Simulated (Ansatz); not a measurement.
The reference is WC (space group P-6m2, No. 187; a = 2.884 Å, c = 2.812 Å; relaxed with 0.1 eV smearing). Axes: x lies along a and z along c of the hexagonal cell.

Computed with LDA (Ansatz, a quantum-chemistry and plane-wave program; PAW; 420 eV plane waves; without spin-orbit coupling).

Strains are applied to the cell and any free atomic positions relax.

One change was made to it. Results:

```tsv
quantity	base	after
energy relative to the base (free energy F)	0 meV/atom	+3.1 meV/atom
shortest interatomic distance	2.179 Å	2.163 Å
```

**Question.** Name the change that was made.
A. tensor shear ε_xz = +0.57 %
B. tensor shear ε_xz = +0.86 %
C. tensor shear ε_xz = +0.29 %

**Answer.** B, tensor shear ε_xz = +0.86 %. For comparison, the energy relative to the base in the other runs: tensor shear ε_xz = +0.29 % gives +0.4 meV/atom; tensor shear ε_xz = +0.57 % gives +1.4 meV/atom.

No phonon test of stability was made. The final runs are not spin-polarised.
